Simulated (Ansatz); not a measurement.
An Ansatz (a program for electronic structure) input (PBEsol (Ansatz), spin-orbit coupling left out):

Ansatz 0.2 input:
```yaml
crystal:
  lattice:
    - [4.0092089282, 0, 0]
    - [0, 4.0092089282, 0]
    - [0, 0, 4.0092089282]
  atoms:
    - { symbol: K, position: [0, 0, 0] }
    - { symbol: Ta, position: [0.5, 0.5, 0.5] }
    - { symbol: O, position: [0.5, 0, 0.5] }
    - { symbol: O, position: [0, 0.5, 0.5] }
    - { symbol: O, position: [0.5, 0.5, 0] }
basis: { ecutwfc: 420, ecutrho_ratio: 4, xc_grid: 2, fft_grid_basis: typed }
kpoints: { mp_grid: { grid: [8, 8, 8] } }
hamiltonian:
  xc: pbesol
  dispersion: none
  pseudopotentials: { kind: paw }
scf: { occupations: { method: fermi_dirac, width: 0.05 }, convergence: { dr2_threshold: 0.0000000005 } }
relax: { f_tol: 0.005, max_steps: 50 }
output: { forces: true, stress: true }
checkpoint: { write: state.ck, write_every: 1000 }
```

Q: Which symmetry and how many k-points will the program report, and about how many plane waves at Γ?

A: Space group Pm-3m (ITA 221) with 48 operations, k-points 35 of 512, and 1237 plane waves at Γ.

Q: And the final pressure?

A: -3.50 GPa (compression positive).

The cells carry an imposed strain or load. No phonon test of stability was made. The cell was made from KTaO3 in the cubic perovskite structure (space group Pm-3m, No. 221) by this change: isotropic strain +0.60 %.
